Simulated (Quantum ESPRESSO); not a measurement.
Troubleshooting Quantum ESPRESSO: a failed run on InBi (P4/nmm, 4 atoms in the cell). The aim is a self-consistent single point with DFT, LDA (PW92), plane waves, PseudoDojo standard norm-conserving (LDA) pseudopotentials.

Cell that was meant: a = 4.7424 Å, b = 4.7424 Å, c = 5.3003 Å, α = 90.00°, β = 90.00°, γ = 90.00°.

Part of the input:

```fortran
/
&electrons
 conv_thr = 1.0d-10
 electron_maxstep = 5
/
ATOMIC_SPECIES
In   114.8180  In.upf
```

Output (repeated stretches shortened):

```
     Self-consistent Calculation

     iteration #  1     ecut=    70.00 Ry     beta= 0.70

---- Real-time Memory Report at c_bands before calling an iterative solver
           157 MiB given to the printing process from OS
           122 MiB allocation reported by mallinfo(arena+hblkhd)
------------------

     Threshold (ethr) on eigenvalues was too large:
     Diagonalizing with lowered threshold

---- Real-time Memory Report at c_bands before calling an iterative solver
           172 MiB given to the printing process from OS
   [... lines left out ...]
           145 MiB allocation reported by mallinfo(arena+hblkhd)
------------------

     total energy              =    -591.67708989 Ry
     estimated scf accuracy    <       0.00005486 Ry

     iteration #  5     ecut=    70.00 Ry     beta= 0.70

---- Real-time Memory Report at c_bands before calling an iterative solver
           175 MiB given to the printing process from OS
           147 MiB allocation reported by mallinfo(arena+hblkhd)
------------------

     total energy              =    -591.67710087 Ry
     estimated scf accuracy    <       0.00000033 Ry
     End of self-consistent calculation

     convergence NOT achieved after   5 iterations: stopping

   JOB DONE.
```

### Question
Diagnose the run.

### Answer
The fault is an iteration limit that is too low. The loop is cut before its threshold is met, so whatever is printed at the end is not self-consistent. To fix it, raise the limit, or leave it to the default. The run ended unconverged after 5 iterations.

The sound input it was made from differs as follows (other fixes are possible):
```diff
- electron_maxstep = 5
```

With that input, the run converged in 8 iterations: free energy E − TS -8050.1771 eV; Fermi level (on the code's own zero) 10.35 eV; pressure -3.03 GPa; largest force (vector length) 0.009 eV/Å (DFT, LDA (PW92), plane waves, PseudoDojo standard norm-conserving (LDA) pseudopotentials).

On the sound input: the starting cell comes from a database of computed structures (which also holds hypothetical and non-ambient phases and stackings), without a prior relaxation at this level. With a pressure of about -3 GPa the cell is away from its equilibrium volume at this level.
